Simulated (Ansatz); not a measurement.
Bi: Bi → Si

The parent structure is Bi in the A7 type structure (space group R-3m, No. 166; a = 4.5216 Å, c = 12.0282 Å (hexagonal axes); layered).

Modification: Si takes the place of Bi on all its sites, then cell and atoms are relaxed.

Computed with Kohn–Sham DFT with the r2SCAN+rVV10 functional, run in Ansatz (a program for electronic structure) with PAW and 500 eV plane waves, no spin-orbit coupling, earlier PAW set. k-mesh 18×18×18 (Γ-centred); smearing 0.05 eV (Fermi–Dirac), for the changed cell.

```
quantity                                 base          changed        shift
-----------------------------  --------------  ---------------  -----------
volume per atom                      35.49 Å³         16.08 Å³   -19.419 Å³
density                            9.78 g/cm³       2.90 g/cm³  -6.88 g/cm³
space group                    R-3m (No. 166)  Pm-3m (No. 221)            –
shortest interatomic distance         3.069 Å          2.524 Å     -0.545 Å
band gap                                 zero             zero            –
```

With Bi present, leaving out spin-orbit coupling can change the band edges. Whether these cells are dynamically stable was not tested. As relaxed here, Si is a hypothetical phase, not in the database extracts checked.
